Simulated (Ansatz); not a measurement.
For CsCl-type LaMg, PBEsol (PAW; Ansatz, a first-principles code) gives:

- lattice parameter a = 3.911 Å
- bulk modulus B0 = 36.5 GPa

Problem. What does r²SCAN (Ansatz, PAW) give for the same quantities?

Solution. 
- lattice constant a: 3.980 Å (grows by 1.8 %)
- bulk modulus: 34.4 GPa (shrinks by 5.8 %)

For comparison: lattice constant a 3.96 Å (measured, temperature not stated, copied from a table, unchecked, no zero-point or thermal correction; as tabulated in Journal de Physique (Paris) 46, 621 (1985)).

Changes are worked out from the printed values.

Unless a cell is named, each level is at its own relaxed cell (PBEsol 29.90, r²SCAN 31.53 Å³/atom).

Caveats: the bulk modulus is −V dP/dV from two relaxed cells at ±2 % in volume (PBEsol, r²SCAN). Ansatz's density-functional and Hartree–Fock values are scalar-relativistic unless marked +SOC, with PAW data made under PBE.
